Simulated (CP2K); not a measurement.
**CP2K run on Li3YSb2 (P-3m1, 6 atoms in the cell): self-consistent single point**

Method of the run: PBEsol, GPW, DZVP-MOLOPT-SR-GTH basis, GTH-PBE potentials (GTH_POTENTIALS) (CP2K).

This input was run:

```
&GLOBAL
  PROJECT li3ysb2
  RUN_TYPE ENERGY_FORCE
  PRINT_LEVEL MEDIUM
&END GLOBAL
&FORCE_EVAL
  METHOD Quickstep
  STRESS_TENSOR ANALYTICAL
  &DFT
    BASIS_SET_FILE_NAME BASIS_MOLOPT
    POTENTIAL_FILE_NAME GTH_POTENTIALS
    &QS
      METHOD GPW
      EPS_DEFAULT 1E-10
    &END QS
    &MGRID
      CUTOFF 500
      REL_CUTOFF 40
      NGRIDS 5
    &END MGRID
    &SCF
      SCF_GUESS ATOMIC
      EPS_SCF 1E-6
      MAX_SCF 100
      ADDED_MOS 6
      &DIAGONALIZATION
        ALGORITHM STANDARD
      &END DIAGONALIZATION
      &MIXING
        METHOD BROYDEN_MIXING
        ALPHA 0.3
        NBUFFER 12
        BETA 1
      &END MIXING
      &SMEAR ON
        METHOD FERMI_DIRAC
        ELECTRONIC_TEMPERATURE [K] 1578.21
      &END SMEAR
    &END SCF
    &KPOINTS
      SCHEME MONKHORST-PACK 6 6 3
      GAMMA_CENTERED T
    &END KPOINTS
    &XC
      &XC_FUNCTIONAL
        &PBE
          PARAMETRIZATION PBESOL
        &END PBE
      &END XC_FUNCTIONAL
    &END XC
    &PRINT
      &MO
        EIGENVALUES T
        OCCUPATION_NUMBERS T
        NDIGITS 8
        FILENAME mo
        &EACH
          QS_SCF 0
        &END EACH
        ADD_LAST NUMERIC
      &END MO
      &MULLIKEN ON
      &END MULLIKEN
    &END PRINT
  &END DFT
  &SUBSYS
    &CELL
      A 4.53148000 0.00000000 0.00000000
      B -2.26574000 3.92437700 0.00000000
      C 0.00000000 0.00000000 7.18739000
      PERIODIC XYZ
    &END CELL
    &COORD
      Li      -0.00000227     2.61625264     4.67906276
      Li       2.26574227     1.30812436     2.50832724
      Li       0.00000000     0.00000000     3.59369500
      Y        0.00000000     0.00000000     0.00000000
      Sb      -0.00000227     2.61625264     1.79145696
      Sb       2.26574227     1.30812436     5.39593304
    &END COORD
    &KIND Li
      BASIS_SET DZVP-MOLOPT-SR-GTH-q3
      POTENTIAL GTH-PBE-q3
    &END KIND
    &KIND Y
      BASIS_SET DZVP-MOLOPT-SR-GTH-q11
      POTENTIAL GTH-PBE-q11
    &END KIND
    &KIND Sb
      BASIS_SET DZVP-MOLOPT-SR-GTH-q5
      POTENTIAL GTH-PBE-q5
    &END KIND
  &END SUBSYS
  &PRINT
    &FORCES ON
    &END FORCES
    &STRESS_TENSOR ON
    &END STRESS_TENSOR
  &END PRINT
&END FORCE_EVAL
```

Log, with long lists cut:

```
 GLOBAL| Method name                                                        CP2K
 GLOBAL| Project name                                                    li3ysb2
 GLOBAL| Run type                                                   ENERGY_FORCE

 CELL| Volume [angstrom^3]:                                           127.815052
 CELL| Vector a [angstrom]:       4.531     0.000     0.000   |a| =     4.531480
 CELL| Vector b [angstrom]:      -2.266     3.924     0.000   |b| =     4.531480
 CELL| Vector c [angstrom]:       0.000     0.000     7.187   |c| =     7.187390
 CELL| Angle (b,c), alpha [degree]:                                    90.000000
 CELL| Angle (a,c), beta  [degree]:                                    90.000000
 CELL| Angle (a,b), gamma [degree]:                                   119.999999
 CELL| Numerically orthorhombic:                                              NO
 CELL| Periodicity                                                           XYZ

 DFT| Spin restricted Kohn-Sham (RKS) calculation                            RKS
 DFT| Multiplicity                                                             1
 DFT| Number of spin states                                                    1
 DFT| Charge                                                                   0
 DFT| XC density smoothing                                                  NONE
 DFT| XC derivatives                                                          PW

 QS| Method:                                                                 GPW
 QS| Density plane wave grid type                        NON-SPHERICAL FULLSPACE
 QS| Number of grid levels:                                                    5
 QS| Density cutoff [a.u.]:                                                250.0
 QS| Multi grid cutoff [a.u.]: 1) grid level                               250.0
   [... lines left out ...]
 BRILLOUIN| Wavefunction type                                            COMPLEX
 BRILLOUIN| List of Kpoints [2 Pi/Bohr]                                       56
 BRILLOUIN| Number           Weight            X              Y              Z
 BRILLOUIN|     1           0.01852       -0.33333       -0.33333       -0.33333
 BRILLOUIN|     2           0.01852       -0.33333       -0.33333        0.00000
 BRILLOUIN|     3           0.01852       -0.33333       -0.33333        0.33333
   [... 53 lines left out ...]
 *******************************************************************************

 Extrapolation method: initial_guess

 Re-scaling the density matrix to get the right number of electrons
                  # Electrons              Trace(P)               Scaling factor
                           30                30.000                        1.000

 Number of electrons:                                                         30
 Number of occupied orbitals:                                                 15
 Number of molecular orbitals:                                                21

 Number of orbital functions:                                                 70
 Number of independent orbital functions:                                     70
 SCF WAVEFUNCTION OPTIMIZATION

  Step     Update method      Time    Convergence         Total energy    Change
     1 NoMix/Diag. 0.30E+00      -     1.59314123       -72.2508092451 -7.23E+01
     2 Broy./Diag. 0.30E+00      -     0.02725475       -72.0972096006  1.54E-01
     3 Broy./Diag. 0.30E+00      -     0.06247723       -71.8314286436  2.66E-01
     4 Broy./Diag. 0.30E+00      -     0.01404100       -71.7181571075  1.13E-01
     5 Broy./Diag. 0.30E+00      -     0.01000462       -71.7159136060  2.24E-03
     6 Broy./Diag. 0.30E+00      -     0.00175191       -71.7087684251  7.15E-03
     7 Broy./Diag. 0.30E+00      -     0.00293743       -71.7095993397 -8.31E-04
     8 Broy./Diag. 0.30E+00      -     0.00031201       -71.7085416303  1.06E-03
     9 Broy./Diag. 0.30E+00      -     0.00037166       -71.7085864452 -4.48E-05
    10 Broy./Diag. 0.30E+00      -     0.00002969       -71.7086478114 -6.14E-05
    11 Broy./Diag. 0.30E+00      -     0.00004711       -71.7086974595 -4.96E-05
    12 Broy./Diag. 0.30E+00      -     0.00000101       -71.7086804360  1.70E-05
    13 Broy./Diag. 0.30E+00      -     0.00000073       -71.7086840878 -3.65E-06
  *** SCF run converged in    13 steps ***

  Electronic density on regular grids:        -29.9999999993        0.0000000007
  Core density on regular grids:               29.9999999941       -0.0000000059
  Total charge density on r-space grids:       -0.0000000052
  Total charge density g-space grids:          -0.0000000052

  Overlap energy of the core charge distribution:               0.00000000001149
  Self energy of the core charge distribution:               -114.80767316147814
  Core Hamiltonian energy:                                     21.70875807641644
  Hartree energy:                                              34.61987474832644
  Exchange-correlation energy:                                -13.22821014040214
  Electronic entropic energy:                                  -0.00143360834643
  Fermi energy:                                                 0.18823216246189

  Total energy:                                               -71.70868408781176
  Total energy (extrapolated to T->0):                        -71.70796728363855

                     Mulliken Population Analysis

 #  Atom  Element  Kind  Atomic population                           Net charge
       1     Li       1          3.121175                             -0.121175
       2     Li       1          3.121174                             -0.121174
       3     Li       1          2.922525                              0.077475
       4     Y        2         10.985080                              0.014920
       5     Sb       3          4.925023                              0.074977
       6     Sb       3          4.925023                              0.074977
 # Total charge                             30.000000                  0.000000

 ENERGY| Total FORCE_EVAL ( QS ) energy [hartree]            -71.708682105759166

 FORCES| Atomic forces [hartree/bohr]
 FORCES|   Atom     x               y               z               |f|
 FORCES|      1  2.63122219E-07 -1.57282323E-07 -3.06192646E-05   3.06207991E-05
 FORCES|      2 -2.63122403E-07  1.59985513E-07  3.05848336E-05   3.05863838E-05
 FORCES|      3 -7.07610252E-13  4.45735166E-09 -3.26992675E-08   3.30016678E-08
 FORCES|      4 -2.76550533E-12  1.19194521E-08  1.20482381E-07   1.21070547E-07
 FORCES|      5  2.87715645E-07  4.66695221E-08 -2.56139455E-03   2.56139457E-03
 FORCES|      6 -2.87712255E-07 -6.57186398E-08  2.56134247E-03   2.56134249E-03
 FORCES| Sum    -2.66895813E-13  3.08752962E-11  1.27042740E-09
 FORCES| Total atomic force                                       1.27080256E-09

 STRESS| Analytical stress tensor [bar]
 STRESS|                        x                   y                   z
 STRESS|      x       -2.75545230753E+03  -4.26799678832E-02   1.58099322641E-02
 STRESS|      y       -4.26799678832E-02  -2.75480222995E+03   1.15048052910E-01
 STRESS|      z        1.58099322641E-02   1.15048052910E-01  -1.08111356585E+04
 STRESS| 1/3 Trace                                            -5.44046339865E+03
```

The run converged in 13 iterations.

The starting cell comes from a database of computed structures (which also holds hypothetical and non-ambient phases and stackings), without a prior relaxation at this level. Values carry the incompleteness of an atom-centred basis. The potentials were made for another functional than the one used.

Cost on one core of a shared machine: roughly 40 s.
